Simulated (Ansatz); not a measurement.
For AlPt (model structure, Fm-3m, No. 225, 2 atoms in the cell), LDA in Ansatz (PAW) gives:

| Item | Result |
|---|---|
| lattice constant a | 5.042 Å |
| bulk modulus | 157 GPa |

Question: What does PBE (Ansatz, a program for electronic structure, plane waves, PAW) give for the same quantities?

Answer: 
- lattice constant a: 5.136 Å (increases by 1.9 %)
- bulk modulus: 135 GPa (drops by 14 %)

Changes are worked out from the printed values.

Unless a cell is named, each level is at its own relaxed cell (LDA 16.02, PBE 16.93 Å³/atom).

Levels without +SOC leave out spin–orbit coupling, which shifts energies and cells of such heavy elements.

Caveats: the bulk modulus is −V dP/dV from two relaxed cells at ±2 % in volume (LDA, PBE). Ansatz's density-functional and Hartree–Fock values are scalar-relativistic unless marked +SOC, with PAW data made under PBE.

A model structure was made by putting elements into a prototype or built by hand; it is no filed structure, need not be a known phase, and can be a saddle point held by its symmetry.
